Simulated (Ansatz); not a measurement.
The starting structures come from a database of crystals and need not be the phases stable at ambient conditions.

Inside the gap of an insulator the Bloch states are evanescent, with a wavenumber k + iκ along the transport direction.

Input:

```xyz
12
Lattice="6.1615 0.0154 0.0217 -0.1707 6.5543 0.0846 -0.9648 0.4332 6.2974" Properties=species:S:1:pos:R:3 pbc="T T T"
Sc     0.8135     6.2624     1.9881
Sc     4.2125     0.7405     4.4156
P      1.1627     1.6006     4.6486
P      3.8633     5.4023     1.7551
S      2.2539     4.2072     1.5695
S      2.7721     2.7957     4.8342
S     -0.2720     1.8886     6.1018
S      5.2979     5.1143     0.3019
S      1.6318     6.1935     4.6249
S      3.3942     0.8094     1.7788
S     -0.0031     1.9052     2.9651
S      5.0291     5.0977     3.4386
```

The cell was relaxed by PBE-D3(BJ); by r2SCAN it stands under a pressure of 1.1 GPa.

Transport runs along the normal of the first two printed cell vectors.

The gap is the functional's own, uncorrected, and κ follows it; spin-orbit coupling is left out. Mid-gap means the computed energy nearest the middle.

### Question
Estimate the band gap and the smallest decay constant κ at mid-gap that r2SCAN in Ansatz (a first-principles code) returns for this system.

### Answer
Gap 1.97 eV on a 6×6×6 mesh; κ = 0.235 1/Å, at the zone centre.
